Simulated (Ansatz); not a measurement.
We consider IrPtN2 (model structure, started from the PtCoO2 type, R-3m, No. 166, 4 atoms in the cell), described by PBEsol in Ansatz (PAW).

Numerical settings: plane-wave cutoff 520 eV, 22×22×22 k mesh, Fermi–Dirac smearing 0.05 eV, no spin polarisation, scalar-relativistic PAW data made under PBE.

Cell (relaxed at this level):

Space group R-3m, hexagonal axes (No. 166); a = 2.9274 Å, b = 2.9274 Å, c = 18.6352 Å, α = 90.00°, β = 90.00°, γ = 120.00°

```csv
atom,site,symmetry,x,y,z
Ir,3b,-3m,0.0000,0.0000,0.5000
Pt,3a,-3m,0.0000,0.0000,0.0000
N,6c,3m,0.0000,0.0000,0.1051
```
(The calculation used a cell of 4 atoms; values per cell refer to that cell.)

Problem. Predict the bulk modulus B0.

Solution. 
bulk modulus B0: 219 GPa

Note: the run has no spin polarisation, so it can have missed a magnetic state; the bulk modulus is −V dP/dV from two relaxed cells at ±2 % in volume; the relaxation could raise the start's symmetry but not lower it, so the cell can be a saddle point.

Spin–orbit coupling is not included; it can open a gap where bands touch, and shift volumes and moduli.

The computed numbers hold no vibrational or temperature effects.

The result took about 7 core-minutes (a rough figure).

A model structure was made by putting elements into a prototype or built by hand; it is no filed structure, need not be a known phase, and can be a saddle point held by its symmetry.

Ansatz is a first-principles code.
